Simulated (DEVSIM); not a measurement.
# isotype n-n heterojunction Al0.1Ga0.9As/GaAs

Structure: isotype n-n heterojunction Al0.1Ga0.9As/GaAs, at 350 K.

| layer (left to right) | material | thickness (μm) | Nd (cm⁻³) | τn (s) | τp (s) |
|---|---|---|---|---|---|
| 1 | Al0.1Ga0.9As | 0.180 | 4.8e16 | 6.8e-10 | 6.8e-10 |
| 2 | GaAs | 0.590 | 1.1e17 | 6.8e-10 | 6.8e-10 |

Left contact: ohmic. Right contact: ohmic. Voltage is applied to the left contact. Recombination: SRH at mid-gap, Auger. Mobility is constant in doping.

The device is made up for the run: typed textbook-type constants, with dimensions and the other settings drawn at random. Values at 300 K; Nc and Nv go as T^1.5, mobilities as T to minus their exponent, the gap by Varshni's rule with the affinity fixed.

```tsv
parameter	Al0.1Ga0.9As	GaAs
gap (eV)	1.5487	1.424
affinity (eV)	3.991	4.07
permittivity	12.62	12.9
Nc (cm⁻³)	5.17e17	4.7e17
Nv (cm⁻³)	9e18	9e18
μn (cm²/Vs)	6520	8500
μp (cm²/Vs)	317	400
T exponent of μn	2.1	2.1
T exponent of μp	2.2	2.2
Cn (cm⁶/s)	1e-30	1e-30
Cp (cm⁶/s)	1e-30	1e-30
Varshni α (eV/K)	0.000541	0.000541
Varshni β (K)	204	204
```

Model (solved in DEVSIM): 1D drift-diffusion, Boltzmann statistics, complete ionisation; no tunnelling, impact ionisation, image-force lowering or self-heating. Band offsets follow the typed affinities; no thermionic-emission limit at abrupt steps, no polarisation charge.

```yaml
potential_step_across_the_device_at_zero_bias: 0.051 V
```
